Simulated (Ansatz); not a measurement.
Input:

End structure of the (100) surface of cubic BaHfO3 in its 1x1 cell (cut with top plane Ba + O, bottom plane Ba + O), relaxed from an ideal cut (the real face may reconstruct), outermost plane spacing 2.10 Å in the ideal cut (one of several cuts of this face), with 1 Ba, 1 O a cell over the bulk's ratio:

```yaml
crystal:
  lattice:
    - [4.20634, 0.00000, 0.00000]
    - [0.00000, 4.20634, 0.00000]
    - [0.00000, 0.00000, 29.00000]
  atoms:
    - { symbol: Ba, position: [0.00000, 0.00000, 0.28731] }
    - { symbol: O, position: [0.50000, 0.50000, 0.28268] }
    - { symbol: Hf, position: [0.50000, 0.50000, 0.35321] }
    - { symbol: O, position: [0.00000, 0.50000, 0.35416] }
    - { symbol: O, position: [0.50000, 0.00000, 0.35416] }
    - { symbol: Ba, position: [0.00000, 0.00000, 0.42833] }
    - { symbol: O, position: [0.50000, 0.50000, 0.42750] }
    - { symbol: Hf, position: [0.50000, 0.50000, 0.50000] }
    - { symbol: O, position: [0.00000, 0.50000, 0.50000] }
    - { symbol: O, position: [0.50000, 0.00000, 0.50000] }
    - { symbol: Ba, position: [0.00000, 0.00000, 0.57167] }
    - { symbol: O, position: [0.50000, 0.50000, 0.57250] }
    - { symbol: Hf, position: [0.50000, 0.50000, 0.64679] }
    - { symbol: O, position: [0.00000, 0.50000, 0.64584] }
    - { symbol: O, position: [0.50000, 0.00000, 0.64584] }
    - { symbol: Ba, position: [0.00000, 0.00000, 0.71269] }
    - { symbol: O, position: [0.50000, 0.50000, 0.71732] }
```

Model: 17-atom slab, Ba4Hf3O10, 12.6 Å thick at the start, 4x4x1 mesh, Fermi-Dirac 0.025 eV, dipole correction, single point; on the structure that PBE left under its start's symmetry; no spin, no spin-orbit, no U.

Predict the ionisation potential (bulk valence edge below the top vacuum level) from HSE06, at the PBE geometry (Ansatz, an electronic-structure program).

4.81 eV

What is the computed gap of the slab on its k-mesh (HSE06, at the PBE geometry)?

4.02 eV

Estimate the highest filled level below the top vacuum level that HSE06, at the PBE geometry returns for this input.

4.69 eV
